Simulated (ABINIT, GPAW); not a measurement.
A GPAW input for a self-consistent single point of CrBW (Fmmm, 6 atoms in the cell) (DFT LDA (Perdew-Wang 92), plane waves, GPAW PAW datasets LDA (gpaw-data 1.0.1)):

```python
from ase import Atoms
from ase.units import GPa
from gpaw import GPAW

atoms = Atoms(['Cr', 'Cr', 'B', 'B', 'W', 'W'],
              cell=[[0.000000, 3.792250, 3.844670],
                    [2.292135, 0.000000, 3.844670],
                    [2.292135, 3.792250, 0.000000]],
              positions=[[2.292135, 2.494770, 3.844670],
                         [2.292135, 5.089730, 3.844670],
                         [3.438203, 5.688375, 5.767005],
                         [1.146068, 1.896125, 1.922335],
                         [2.292135, 3.792250, 1.274124],
                         [2.292135, 3.792250, 6.415216]],
              pbc=True)

calc = GPAW(mode={'name': 'pw', 'ecut': 900},
            xc='LDA',
            kpts={'size': (6, 6, 6), 'gamma': True},
            occupations={'name': 'fermi-dirac', 'width': 0.1},
            nbands=-14,
            convergence={'density': 1e-05, 'energy': 1e-05},
            symmetry={'symmorphic': False, 'tolerance': 0.0005},
            maxiter=150)

atoms.calc = calc

energy = atoms.get_potential_energy()
print('Energy (eV):', round(energy, 6))
forces = atoms.get_forces()
print('Forces (eV/Ang):')
print(forces.round(5))
stress = atoms.get_stress()
print('Stress (GPa, Voigt):', (stress / GPa).round(4))
```

Problem. Give the ABINIT input for the same structure, mesh, smearing and functional.

Solution. One input that does it (others would too):

```
# CrBW, PseudoDojo nc-sr-04 LDA standard
pp_dirpath "./"
pseudos "Cr.upf, B.upf, W.upf"
acell 10.2049843028 8.4585817983 8.3736498096
rprim
         0.0000000000    0.7022366408    0.7119436076
         0.5120843534    0.0000000000    0.8589351635
         0.5172783063    0.8558172433    0.0000000000
natom 6
ntypat 3
znucl 24 5 74
typat 1 1 2 2 3 3
xred
         0.3289300000    0.6710700000    0.3289300000
         0.6710700000    0.3289300000    0.6710700000
         0.7500000000    0.7500000000    0.7500000000
         0.2500000000    0.2500000000    0.2500000000
         0.1657000000    0.1657000000    0.8343000000
         0.8343000000    0.8343000000    0.1657000000
ecut 47 Ha
occopt 3
tsmear 0.1 eV
nband 40
kptopt 1
ngkpt 6 6 6
nshiftk 1
shiftk 0 0 0
nstep 60
tolvrs 1.0e-10
prtwf 0
prtden 0
```

Basis, cutoffs, solver keys and any potentials are the target program's own. This input uses DFT, LDA (PW92), plane waves, norm-conserving pseudopotentials (PseudoDojo nc-sr-04 LDA standard). LDA parametrisations can differ slightly between programs.

The starting cell comes from a database of computed structures (which also holds hypothetical and non-ambient phases and stackings), without a prior relaxation at this level.
